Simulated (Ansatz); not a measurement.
## Response to strain in InP

Start from InP in the zinc blende structure (space group F-43m, No. 216).

```
CELL_PARAMETERS angstrom
      0.00000     2.91346     2.91346
      2.91346     0.00000     2.91346
      2.91346     2.91346     0.00000
ATOMIC_POSITIONS crystal
  In 0.00000 0.00000 0.00000
  P  0.25000 0.25000 0.25000
```

Strains are applied to the cell and any free atomic positions relax.

All numbers come from LDA (Ansatz, an electronic-structure program, PAW, no SOC).

Notes on the quantities. energy relative to the base: free energy F.

```json
[
 {"case": "base", "volume per atom": "24.73 Å³", "energy relative to the base": "0 meV/atom", "band gap": "0.58 eV", "electron mass": "0.046 mₑ (at Γ)"},
 {"case": "isotropic strain −3.00 %", "volume per atom": "22.57 Å³", "energy relative to the base": "+50 meV/atom", "band gap": "1.07 eV", "electron mass": "0.079 mₑ (at Γ)"},
 {"case": "isotropic strain −2.50 %", "volume per atom": "22.92 Å³", "energy relative to the base": "+34 meV/atom", "band gap": "0.98 eV", "electron mass": "0.074 mₑ (at Γ)"},
 {"case": "isotropic strain −1.50 %", "volume per atom": "23.63 Å³", "energy relative to the base": "…", "band gap": "0.82 eV", "electron mass": "0.063 mₑ (at Γ)"},
 {"case": "isotropic strain −1.00 %", "volume per atom": "24.00 Å³", "energy relative to the base": "+5.1 meV/atom", "band gap": "0.74 eV", "electron mass": "0.057 mₑ (at Γ)"},
 {"case": "isotropic strain −0.50 %", "volume per atom": "24.36 Å³", "energy relative to the base": "+1.3 meV/atom", "band gap": "0.66 eV", "electron mass": "0.052 mₑ (at Γ)"},
 {"case": "isotropic strain +1.00 %", "volume per atom": "25.48 Å³", "energy relative to the base": "+4.8 meV/atom", "band gap": "0.42 eV", "electron mass": "0.034 mₑ (at Γ)"},
 {"case": "isotropic strain +1.50 %", "volume per atom": "25.86 Å³", "energy relative to the base": "+11 meV/atom", "band gap": "0.33 eV", "electron mass": "0.028 mₑ (at Γ)"},
 {"case": "isotropic strain +2.00 %", "volume per atom": "26.24 Å³", "energy relative to the base": "+18 meV/atom", "band gap": "…", "electron mass": "–"},
 {"case": "isotropic strain +2.50 %", "volume per atom": "26.63 Å³", "energy relative to the base": "+28 meV/atom", "band gap": "0.18 eV", "electron mass": "–"}
]
```

### Question
Some entries are withheld; estimate them.

### Answer

- isotropic strain −1.50 %, energy relative to the base: +12 meV/atom
- isotropic strain +2.00 %, band gap: 0.25 eV

Masses are band curvatures over ±0.01 Å⁻¹ around the edge. No phonon test of stability was made. The zero or small gap of InP under isotropic strain +2.00 % and InP under isotropic strain +2.50 % can change with the level of theory.
